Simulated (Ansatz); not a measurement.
## How far PBE and PBEsol part for Be2Si, biaxial strain −2.11 %, plane normal [001], relaxed out of plane

The reference is Be2Si (space group Fm-3m, No. 225; a = 5.284 Å; a model cell, its experimental status unchecked; relaxed with 0.1 eV smearing). Axes: x, y, z lie along the cube axes.

(Cell as relaxed with PBE.)

Levels (all Ansatz, a first-principles code, PAW): PBE (420 eV, no SOC); PBEsol (420 eV, no spin-orbit coupling).

Each level relaxes its own structure.

```csv
base,PBE,PBEsol
volume per atom,12.29 Å³,12.13 Å³
lattice parameter a,5.284 Å,5.260 Å
band gap,zero,zero
```

It is then changed as follows: compressive biaxial strain of 2.11 % in the plane normal to [001], as in epitaxy on a mismatched substrate; the out-of-plane cell vector and the atoms relax.

| quantity | PBE | PBEsol |
|---|---|---|
| energy relative to the base (free energy F) | +4.8 meV/atom | (withheld) |
| out-of-plane strain | +2.17 % | (withheld) |

### Question
Given the PBE results, estimate those of PBEsol.

### Answer

- energy relative to the base (free energy F), PBEsol: +4.8 meV/atom
- out-of-plane strain, PBEsol: +2.21 %

PBE's out-of-plane strain lies 0.047 % below PBEsol's; the two agree on the energy relative to the base. Neither level is exact; PBEsol is the comparison here, not a measurement.

No phonon test of stability was made. The final runs are not spin-polarised.
